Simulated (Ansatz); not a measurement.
Worked calculations on one periodic cell of amorphous Zr20O43B2: Zr20O43B2, 65 atoms, volume 812.3 Å³, made by a melt-quench on the CHGNet potential and relaxed with DFT. O atoms were pushed apart under 1.9 Å during the dynamics, to hinder bonds among them. It is a model cell: composition and starting density were chosen by hand, and all elements were melted together. Cycles of charging were run to anneal it. Method: PBE, scalar-relativistic without spin-orbit coupling (plane waves to 420 eV, PAW; Ansatz, a quantum-chemistry and plane-wave program). Sampling: a 2×2×2 Γ-centred mesh; Fermi-Dirac width 0.02 eV; no spin polarisation. Its volume was relaxed, its shape was free, and it stands at a mean pressure of 0.0 GPa with stress components up to 0.1 GPa; the relaxation ran on the zone centre alone. Its density went from a set 5.05 to 5.18 g/cm³. The cell is small and was quenched far faster than a real film, so it is one sample of the glass.

Task: Count formal charges (Zr +4, O -2, B +3). What does the count lead one to expect at the Fermi level, and what does the calculation give?

Result: 20 × (+4) + 43 × (-2) + 2 × (+3) = 0. The charges balance, so the anion-derived valence states can be full and a gap can open. On this mesh the highest filled and lowest empty level lie 3.32 eV apart, the PBE gap of this cell.

Four energies for an added electron at PBE on the zone centre alone (charged cells in a uniform background, spin-polarised): neutral at the neutral geometry -108487.625 eV; charged at the neutral geometry -108475.371 eV; charged and relaxed -108475.595 eV; neutral at the charged geometry -108487.364 eV.

Task: Find the two relaxation energies and their sum, the reorganisation energy.

Result: On charging: -108475.371 − (-108475.595) = 0.224 eV. On discharging: -108487.364 − (-108487.625) = 0.261 eV. The sum is 0.485 eV. The carrier's level spreads over 15 of the 65 atoms' worth, so it counts as partly localised, most on one Zr atom with neighbours O 2.06 Å, O 2.06 Å, O 2.09 Å, O 2.12 Å, O 2.17 Å, O 2.23 Å, O 2.45 Å (neutral geometry). The values are uncorrected: the image energy of a point charge in this cell, 2.84 × 14.40 / (2 × 9.3) = 2.2 eV before screening, is screened by electrons alone at the fixed geometry and by ions too after relaxing, and the carrier can be spread before it relaxes, so each term can be off by up to that value times 1/ε∞, some tenths of an eV. PBE's self-interaction favours spread-out carriers, so a hybrid can localise more.

Four energies for a hole at PBE on the zone centre alone (charged cells in a uniform background, spin-polarised): neutral at the neutral geometry -108487.625 eV; charged at the neutral geometry -108496.461 eV; charged and relaxed -108496.558 eV; neutral at the charged geometry -108487.394 eV.

Task: Find the two relaxation energies and their sum, the reorganisation energy.

Result: On charging: -108496.461 − (-108496.558) = 0.097 eV. On discharging: -108487.394 − (-108487.625) = 0.231 eV. The sum is 0.328 eV. The carrier's level spreads over 9 of the 65 atoms' worth, so it counts as partly localised, most on one O atom with neighbours Zr 2.03 Å, Zr 2.08 Å, Zr 2.25 Å (neutral geometry). The values are uncorrected: the image energy of a point charge in this cell, 2.84 × 14.40 / (2 × 9.3) = 2.2 eV before screening, is screened by electrons alone at the fixed geometry and by ions too after relaxing, and the carrier can be spread before it relaxes, so each term can be off by up to that value times 1/ε∞, some tenths of an eV. PBE's self-interaction favours spread-out carriers, so a hybrid can localise more.
